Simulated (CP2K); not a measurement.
A self-consistent single point of TiB2 (P1, 3 atoms in the cell) with CP2K.

Level of theory: LDA (Pade form), GPW, TZVP-MOLOPT-SR-GTH basis, GTH-PADE potentials (GTH_POTENTIALS) (CP2K).

```
CELL_PARAMETERS angstrom
      3.03000     0.00000     0.00000
     -1.51500     2.62406     0.00000
      0.00000     0.00000     3.23000
ATOMIC_POSITIONS crystal
  Ti 0.99067 0.99826 0.00354
  B  0.33601 0.65392 0.47902
  B  0.67331 0.34782 0.51745
```

Reference input (self-consistent single point, DFT PBE, GPW, TZVP-MOLOPT-SR-GTH basis, GTH-PBE potentials (GTH_POTENTIALS)): CUTOFF = 600 Ry; REL_CUTOFF = 50 Ry; SMEAR/METHOD = GAUSSIAN; SIGMA = 0.2 eV; KPOINTS/SCHEME = MONKHORST-PACK 8 8 7; GAMMA_CENTERED = T; XC_FUNCTIONAL = PBE; Ti/BASIS_SET = TZVP-MOLOPT-SR-GTH; Ti/POTENTIAL = GTH-PBE-q12; B/BASIS_SET = TZVP-MOLOPT-SR-GTH; B/POTENTIAL = GTH-PBE-q3; METHOD = GPW. This run's input differs from it in these lines:

```diff
@@ -44,3 +44,3 @@
     &XC
-      &XC_FUNCTIONAL PBE
+      &XC_FUNCTIONAL PADE
       &END XC_FUNCTIONAL
@@ -76,3 +76,3 @@
       BASIS_SET TZVP-MOLOPT-SR-GTH
-      POTENTIAL GTH-PBE-q12
+      POTENTIAL GTH-PADE-q12
     &END KIND
@@ -80,3 +80,3 @@
       BASIS_SET TZVP-MOLOPT-SR-GTH
-      POTENTIAL GTH-PBE-q3
+      POTENTIAL GTH-PADE-q3
     &END KIND
```

Output (repeated stretches shortened):

```
 SCF WAVEFUNCTION OPTIMIZATION

  Step     Update method      Time    Convergence         Total energy    Change
     1 NoMix/Diag. 0.30E+00      -     0.79116666       -64.7897049023 -6.48E+01
     2 Broy./Diag. 0.30E+00      -     0.25833510       -65.4460942303 -6.56E-01
     3 Broy./Diag. 0.30E+00      -     0.31695295       -64.5226845535  9.23E-01
     4 Broy./Diag. 0.30E+00      -     0.29318188       -63.7644879976  7.58E-01
     5 Broy./Diag. 0.30E+00      -     0.06418197       -64.3008734319 -5.36E-01
     6 Broy./Diag. 0.30E+00      -     0.01148593       -63.9814228583  3.19E-01
   [... 6 lines left out ...]
    13 Broy./Diag. 0.30E+00      -     0.00000657       -64.0008980664  1.09E-05
    14 Broy./Diag. 0.30E+00      -     0.00000616       -64.0008637142  3.44E-05
    15 Broy./Diag. 0.30E+00      -     0.00000204       -64.0008431053  2.06E-05
    16 Broy./Diag. 0.30E+00      -     0.00000020       -64.0008363592  6.75E-06
  *** SCF run converged in    16 steps ***

  Overlap energy of the core charge distribution:               0.00000077695574
  Self energy of the core charge distribution:               -118.60076221033694
  Core Hamiltonian energy:                                     31.26925618814214
  Hartree energy:                                              32.81683826467513
  Exchange-correlation energy:                                 -9.48597685453297
  Smearing free energy correction:                             -0.00019252395676
  Fermi energy:                                                 0.44420559179607

  Total energy:                                               -64.00083635920956
  Total energy (extrapolated to sigma->0):                    -64.00074009723117

                     Mulliken Population Analysis

   [... lines left out ...]

 STRESS| Analytical stress tensor [bar]
 STRESS|                        x                   y                   z
 STRESS|      x       -9.18667230531E+04  -7.46695757438E+03  -1.83069741071E+03
 STRESS|      y       -7.46695757438E+03  -1.07921219150E+05   1.90502362594E+03
 STRESS|      z       -1.83069741071E+03   1.90502362594E+03  -1.23362834701E+05
 STRESS| 1/3 Trace                                            -1.07716925635E+05
```

The run converged in 16 iterations. Against the reference run the pressure goes from 0.96 to -10.77 GPa and the largest force goes from 1.528 to 1.477 eV/Å.

The starting cell has typed, rounded lattice constants, without a prior relaxation at this level. Its atoms were displaced at random from the sites of space group no. 191. Spin polarisation is off. Values carry the incompleteness of an atom-centred basis. With a pressure of about -11 GPa the cell is away from its equilibrium volume at this level. Forces in this geometry exceed 1 eV/Å.

Cost on one core of a shared machine: roughly 2 min.
